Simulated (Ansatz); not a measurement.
TaSi (model structure, started from the CoSn type, P6/mmm, No. 191, 6 atoms in the cell)

Method: PBEsol in Ansatz (plane waves, PAW).

Settings: plane-wave cutoff 500 eV, 12×12×10 k mesh (along the axes of the cell as run), Fermi–Dirac smearing 0.05 eV, scalar-relativistic PAW data made under PBE.

Cell (relaxed at this level):

```cif
data_Si3Ta3
_chemical_formula_sum 'Ta3 Si3'
_space_group_name_H-M_alt 'P 1'
_space_group_IT_number 1
_cell_length_a 5.52043
_cell_length_b 5.52043
_cell_length_c 4.24300
_cell_angle_alpha 90.000
_cell_angle_beta 90.000
_cell_angle_gamma 120.000
loop_
_space_group_symop_operation_xyz
  'x, y, z'
loop_
_atom_site_label
_atom_site_type_symbol
_atom_site_fract_x
_atom_site_fract_y
_atom_site_fract_z
_atom_site_occupancy
Ta1 Ta 0.50000 0.00000 0.00000 1
Ta2 Ta 0.50000 0.50000 0.00000 1
Ta3 Ta 0.00000 0.50000 0.00000 1
Si1 Si 0.00000 0.00000 0.00000 1
Si2 Si 0.33333 0.66667 0.50000 1
Si3 Si 0.66667 0.33333 0.50000 1
```

| Quantity | Value |
|---|---|
| band gap | zero (no gap) |

Note: the relaxation could raise the start's symmetry but not lower it, so the cell can be a saddle point.

Spin–orbit coupling is not included.

A model structure was made by putting elements into a prototype or built by hand; it is no filed structure, need not be a known phase, and can be a saddle point held by its symmetry.

Ansatz is a program for electronic structure.
